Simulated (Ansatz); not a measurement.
Take GaCuSe₂ in the chalcopyrite structure (space group I-42d, No. 122; a = 5.5700 Å, c = 11.0748 Å) as the base. Axes: x, y, z lie along a, b, c of the conventional cell.

Method: PBEsol, PAW, 420 eV (Ansatz, a first-principles code; no spin-orbit coupling).

Before the change:

* **Band gap**: 0.12 eV
* **Shortest interatomic distance**: 2.381 Å
* **Pressure**: 0.0 GPa

Perturbation: the cell is stretched by 2.25 % along x with no lateral relaxation, atoms relaxed at fixed cell.

Task: How does this affect the band gap?

Result: The band gap changes from 0.12 eV to zero.

Task: Estimate the effect on the shortest interatomic distance.

Result: The shortest interatomic distance goes up by 0.020 Å, from 2.381 Å to 2.401 Å.

Task: Estimate the effect on the energy relative to the base.

Result: The energy increases by 3.2 meV/atom.

Task: What happens to the pressure?

Result: The pressure (mean of the normal stresses, compression positive) goes from zero to -1.5 GPa.

The cells carry an imposed strain or load. Whether these cells are dynamically stable was not tested. All final runs are without spin polarisation. Gaps under 0.05 eV, about the width of the smearing, are given as zero. A zero or small gap of GaCuSe2 can be the functional's error rather than a property of the material.
